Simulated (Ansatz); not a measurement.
## What biaxial strain −1.00 %, plane normal [001], relaxed out of plane does to HgS

Consider HgS in the zinc blende structure (space group F-43m, No. 216; a = 5.876 Å). Axes: x, y, z lie along the cube axes.

The change: compressive biaxial strain of 1.00 % in the plane normal to [001], as in epitaxy on a mismatched substrate; the out-of-plane cell vector and the atoms relax.

Calculations: PBEsol/PAW in Ansatz (a program for electronic structure), without spin-orbit coupling. k-mesh 10×10×10 (Γ-centred); smearing 0.05 eV (Fermi–Dirac).

The volume per atom shrinks by 0.125 Å³ (25.36 Å³ → 25.23 Å³) and the space group becomes I-4m2 (No. 119) (base: F-43m (No. 216)). The shortest interatomic distance falls by 0.004 Å to 2.540 Å and the energy increases by 0.7 meV/atom. The pressure (mean of the normal stresses, compression positive) goes from zero to 0.3 GPa and the band gap is still zero. The out-of-plane strain is +1.53 % (rough) and the mean in-plane stress (compression positive) comes out as +0.4 GPa (rough).

A case with no gap was solved on a k-mesh chosen for an insulator, which is coarse for it. Without a gap, meshes like the base's 10×10×10 leave anisotropic stresses uncertain by several tenths of a GPa, and small strain energies with them. Spin-orbit coupling, missing from the scalar runs, can matter with Hg. No phonon test of stability was made. All final runs are without spin polarisation. The zero or small gap of HgS can change with the level of theory.
